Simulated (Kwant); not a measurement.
System: zigzag graphene ribbon with Haldane second-neighbour hopping. 22 zigzag chains, bond 0.142 nm, hopping 2.7 eV, scattering region 11 nm long; sites with one neighbour are removed; energy swept from -2.3 to 2.3 eV from the neutrality point. Staggered potential ±Δ on the two sublattices, Δ = 0.48 eV. Second-neighbour term iλ/(3√3) ν with λ = 0.91 eV, a model term that the material doesn't have.

The device is made up for the run: typed textbook-type constants, with dimensions and the other settings drawn at random.

Kwant, nearest-neighbour tight-binding model of a honeycomb sheet with an imaginary second-neighbour term, one spin, coherent transport at 0 K. Conductance is in e²/h.

### Question
Is the sheet in its topological phase, how wide is its bulk gap, and what conductance is due inside it?

### Answer
At the two valleys the masses are λ ± Δ = 1.39 and 0.430 eV; the bulk gap is 2|λ − Δ| = 0.860 eV. λ > Δ, so the phase is topological, with edge channels that give G = 1. Simulated at 0.153 eV: 1.00 e²/h.
